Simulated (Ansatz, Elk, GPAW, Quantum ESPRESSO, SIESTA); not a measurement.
## MnFeSi4 (P4/mmm, 6 atoms in the cell) computed with different codes at matched settings

Self-consistent single point.

```xyz
6
Lattice="2.7295 0.0000 0.0000 0.0000 2.7295 0.0000 0.0000 0.0000 10.2855" Properties=species:S:1:pos:R:3 pbc="T T T"
Mn     0.0000     0.0000     5.1427
Fe     0.0000     0.0000     0.0000
Si     1.3647     1.3647     3.7494
Si     1.3647     1.3647     6.5361
Si     1.3647     1.3647     8.8902
Si     1.3647     1.3647     1.3953
```
Moments meant for the start (each program seeds them in its own way; μB, in the order of the atoms Mn Fe Si Si Si Si): 4.0 0.0 0.0 0.0 0.0 0.0.

All programs got the same cell, k-point mesh and kind of occupations, and the same starting moments (in Ansatz's words: kpoints.mp_grid.grid = 7 7 2; magnetization.spin_polarized = true; scf.occupations.method = fermi_dirac; scf.occupations.width = 0.0073 Ry); potentials, basis and cutoffs are each program's usual ones.

| code | model | pressure (GPa) | largest force (eV/Å) | size of the net moment (μB/atom) | k-points | cutoff |
|---|---|---|---|---|---|---|
| Quantum ESPRESSO | PBEsol, PseudoDojo standard norm-conserving (PBESOL) pseudopotentials | -5.16 | 0.197 | 0.05 | 20 | 100 Ry |
| SIESTA | GGA PBEsol, numerical atomic orbitals DZP, PseudoDojo PBEsol standard norm-conserving potentials (rewritten from UPF to PSML) | -6.00 | 0.157 | 0.05 | 53 | grid 350 Ry |
| GPAW | PBEsol, GPAW PAW datasets PBEsol (made by gpaw-setup) | -3.43 | 0.111 | 0.04 | 20 | 850 eV |
| Ansatz | PBEsol, PAW files made with PBE | -5.18 | 0.208 | 0.04 | 20 | default |
| Elk | PBEsol, all-electron FP-LAPW, Elk's shipped species files, LAPW+lo basis | – | – | 0.03 | 20 | rgkmax 7.5 |

Size of the force on each atom (eV/Å): Sizes of forces hide their directions.

| code | Mn1 | Fe2 | Si3 | Si4 | Si5 | Si6 |
|---|---|---|---|---|---|---|
| Quantum ESPRESSO | 0.000 | 0.000 | 0.197 | 0.197 | 0.155 | 0.155 |
| SIESTA | 0.000 | 0.000 | 0.157 | 0.157 | 0.068 | 0.068 |
| GPAW | 0.000 | 0.000 | 0.111 | 0.111 | 0.010 | 0.010 |
| Ansatz | 0.000 | 0.000 | 0.208 | 0.208 | 0.138 | 0.138 |

A dash marks a value that a program does not give, or that is left out as unsure.

The spread over the programs that give each value: pressure within 2.57 GPa; largest force within 0.097 eV/Å; size of the net moment within 0.02 μB/atom.

The starting cell comes from a database of computed structures (which also holds hypothetical and non-ambient phases and stackings), without a prior relaxation at this level. On Ansatz's run: The moments shrank to a small part of their start, a low-spin state that need not be the lowest. The program warned that a starting moment was not kept. In the base run, with a pressure of about -5 GPa the cell is away from its equilibrium volume at this level.

Q: Why do the programs differ, and what cannot be compared?

A: Differences of this kind can come from the potentials, where these differ, and from what each basis and cutoff leave unconverged. The valence holds different numbers of electrons (Quantum ESPRESSO 47, SIESTA 47, GPAW 39, Ansatz (an electronic-structure program) 47). The zero of total energies and Fermi levels follows the potentials and each program's conventions, so they are not compared here. SIESTA uses small atom-centred bases, whose incompleteness enters pressures, forces and empty levels differently from a plane-wave cutoff. Elk treats all electrons, but the usual bases taken here (sphere radii, linearisation, local orbitals, empty states) were not tested for convergence, so the values are no reference for the others. Ansatz's pressure is given at a fixed set of plane waves, as the other plane-wave codes print theirs; with its correction for the finite basis it is -5.09 GPa. Ansatz's smearing width was typed in Ry to four decimals, so it matches the others to a few per cent. Site moments depend on each program's spheres or projections; the total moment of the cell does not. The programs reduce the same mesh by symmetry to different extents, which changes the work and not the result. In the pressure, GPAW (by 1.73) lies more than 1 GPa from the median of the plane-wave programs. In the force vectors, GPAW (by 0.128) lies more than 0.08 eV/Å from the median of the plane-wave programs.

Left out of this page: ABINIT (stopped by limits of time or memory); FLEUR (failed or unconverged).

Keys are those of Ansatz 0.2.
